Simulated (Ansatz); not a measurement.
Base system: GaN in the NiAs type structure (space group P6_3/mmc, No. 194; a = 2.969 Å, c = 5.041 Å; a model cell, its experimental status unchecked).

Modification: every lattice vector is stretched by 0.74 %; the atoms relax in the strained cell.

Levels (all Ansatz, a first-principles code, PAW): PBEsol (420 eV, spin-orbit coupling left out); r2SCAN (500 eV, no spin-orbit coupling).

The geometry is relaxed with PBEsol.

| Property | Result |
|---|---|
| PBEsol electron mass | 0.22 mₑ along c, 0.32 mₑ across (at K) |
| PBEsol lowest conduction level above the VBM at special points | K 1.08 eV; Γ 1.36 eV; L 2.80 eV; M 3.44 eV |
| PBEsol pressure | -4.63 GPa |

**Question.** What does r2SCAN give at this geometry for the electron mass, lowest conduction level above the VBM at special points and pressure?

**Answer.** The electron mass goes from 0.22 mₑ along c, 0.32 mₑ across (at K) to 0.23 mₑ along c, 0.34 mₑ across (at K); the lowest conduction level above the VBM at special points goes from K 1.08 eV; Γ 1.36 eV; L 2.80 eV; M 3.44 eV to K 1.73 eV; Γ 1.84 eV; L 3.41 eV; M 4.00 eV; the pressure drops by 0.833 GPa to -5.47 GPa.

Single points use the geometry relaxed with PBEsol. Their cutoffs differ, which shifts pressures a little. The levels and masses belong to the bands next to the band gap. Effective masses come from finite differences of ±0.01 Å⁻¹. Whether these cells are dynamically stable was not tested. This is not the structure that GaN has at room temperature and ambient pressure.
